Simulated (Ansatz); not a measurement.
By PBEsol, the system below comes out a metal.

Given:

```xyz
1
Lattice="2.9495 0.0000 0.0000 0.0000 2.9495 0.0000 1.4748 -1.4748 2.0856" Properties=species:S:1:pos:R:3 pbc="T T T"
Au     0.0000     0.0000     0.0000
```

Space group of this cell: Fm-3m, fcc (Cu type). The cell is taken as given; by PBEsol its mean pressure is -9.3 GPa.

The current runs along the normal of the first two printed vectors, the (001) plane. All runs by Ansatz (a quantum-chemistry and plane-wave program), plane waves and PAW, without spin-orbit coupling; the base is PBEsol.

| run | mean pressure (GPa) | G/A, both spins (10¹⁵ S/m²) |
|---|---|---|
| base | -9.3 | 0.85 |
| all lengths scaled by 0.98 | -0.6 | 0.88 |
| all lengths scaled by 1.02 | -15.0 | 0.81 |
| lengths across the current scaled by 0.98, ions clamped | -3.9 | (withheld) |
| lengths across the current scaled by 1.02, ions clamped | -13.4 | 0.83 |
| lengths along the current scaled by 0.97, ions clamped | -5.3 | 0.88 |
| lengths along the current scaled by 1.03, ions clamped | -12.4 | 0.83 |

Task: What belongs in the gaps?

Result: 
- lengths across the current scaled by 0.98, ions clamped, G/A, both spins (10¹⁵ S/m²): 0.87
